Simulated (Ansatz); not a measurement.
# WSi2 under a change: uniaxial strain ε_zz = −2.50 %

Start from WSi2 (space group I4/mmm, No. 139; a = 3.185 Å, c = 7.773 Å; relaxed with 0.1 eV smearing). Axes: x, y, z lie along a, b, c of the conventional cell.

It is then changed as follows: the cell is compressed by 2.50 % along z with no lateral relaxation, atoms relaxed at fixed cell.

Computed with LDA in Ansatz (plane waves to 420 eV, PAW, no SOC). k-mesh 25×25×25 (Γ-centred); smearing 0.1 eV (Fermi–Dirac).

* **Volume per atom**: 12.82 Å³ (base 13.14 Å³)
* **Space group**: I4/mmm (No. 139) (base I4/mmm (No. 139))
* **Shortest interatomic distance**: 2.511 Å (base 2.571 Å)
* **Energy relative to the base (free energy F)**: +16 meV/atom
* **Pressure (mean of the normal stresses, compression positive)**: 7.2 GPa (base 0.0 GPa)
* **Band gap**: zero (base zero)
* **Stress (xx, yy, zz, yz, xz, xy; compression positive)**: (2.8, 2.8, 16.0, 0.0, 0.0, 0.0) GPa

Cost of the whole job for the changed cell (relaxation, final SCF and bands): roughly 80 core-seconds.

Whether these cells are dynamically stable was not tested. All final runs are without spin polarisation.

Ansatz is a first-principles code.
